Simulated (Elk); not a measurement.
Elk run on Ni3Si (Pm-3m, 4 atoms in the cell): self-consistent single point.

Method of the run: PBEsol, all-electron FP-LAPW, Elk's shipped species files, APW+lo basis with extra local orbitals (Elk 10.2.4).

```xyz
4
Lattice="3.5181 0.0000 0.0000 0.0000 3.5181 0.0000 0.0000 0.0000 3.5181" Properties=species:S:1:pos:R:3 pbc="T T T"
Si     0.0000     0.0000     0.0000
Ni     0.0000     1.7590     1.7590
Ni     1.7590     0.0000     1.7590
Ni     1.7590     1.7590     0.0000
```

Reference input (self-consistent single point, DFT, PBE, all-electron FP-LAPW, Elk's shipped species files, APW+lo basis with extra local orbitals): xctype = 20; rgkmax = 8; stype = 3; swidth = 0.00183747 Ha; ngridk = 9 9 9; tforce = true; gmaxvr = 18 1/bohr; lmaxapw = 10; lmaxo = 8; nxlo = 2; lorbcnd = true; lradstp = 2. This run's input differs from it in these lines:

```diff
@@ -4,3 +4,3 @@
 xctype
-  20
+  22
```

The program printed (abridged):

```
│ Self-consistent loop started │
│ Loop number : 1 │
 total energy                :     -4869.37611577
│ Loop number : 2 │
 total energy                :     -4868.67455492
RMS change in Kohn-Sham potential (target) :   0.2816641577     (  0.1000000000E-05)
Absolute change in total energy (target)   :   0.7015608572     (  0.1000000000E-03)
│ Loop number : 3 │
 total energy                :     -4869.40070317
RMS change in Kohn-Sham potential (target) :   0.2809994421     (  0.1000000000E-05)
Absolute change in total energy (target)   :   0.5507580385     (  0.1000000000E-03)
│ Loop number : 4 │
   [... lines left out ...]
Absolute change in total energy (target)   :   0.7265760996E-03 (  0.1000000000E-03)
│ Loop number : 14 │
 total energy                :     -4848.28966324
RMS change in Kohn-Sham potential (target) :   0.2544912946E-06 (  0.1000000000E-05)
Absolute change in total energy (target)   :   0.3514491073E-03 (  0.1000000000E-03)
│ Loop number : 15 │
 total energy                :     -4848.28965599
RMS change in Kohn-Sham potential (target) :   0.2155313521E-06 (  0.1000000000E-05)
Absolute change in total energy (target)   :   0.9510411201E-04 (  0.1000000000E-03)
Convergence targets achieved

│ Loop number : 16 │

Energies :
 Fermi                       :     0.348776119004
 total energy                :     -4848.28966658

Density of states at Fermi energy :    54.59010691
 (states/Hartree/unit cell)

Estimated indirect band gap :   0.1143878395E-02
 from k-point     34 to k-point      3
Estimated direct band gap   :   0.2125855587E-02
 at k-point     34

Charges :
 core                        :    46.00000000
 valence                     :    52.00000000
 interstitial                :    3.719079301
 muffin-tins (core leakage)
  species :    1 (Si)
   atom    1                 :    12.25579958     (  0.1342516026E-02)
  species :    2 (Ni)
   atom    1                 :    27.34170704     (  0.4308426703E-03)
   atom    2                 :    27.34170704     (  0.4308426703E-03)
   [... lines left out ...]
   total force               :    -0.00000000    0.00000000    0.00000000
   total magnitude           :     0.00000000
  atom :    3
   Hellmann-Feynman          :    -0.00000000    0.00000000    0.00000000
   IBS                       :     0.00000000    0.00000000    0.00000000
   total force               :    -0.00000000    0.00000000    0.00000000
   total magnitude           :     0.00000000
```

The run converged in 16 iterations. The count includes the last loop, which Elk runs after its targets are met. 

The starting cell has typed, rounded lattice constants, without a prior relaxation at this level. Its lattice was rescaled by a random factor within 2.5 % of one. Spin polarisation is off. Values depend on the basis (sphere radii, cutoffs, local orbitals), which need not be converged. The log's line on a gap gives a spacing of levels on this mesh, which the program prints for metals too.
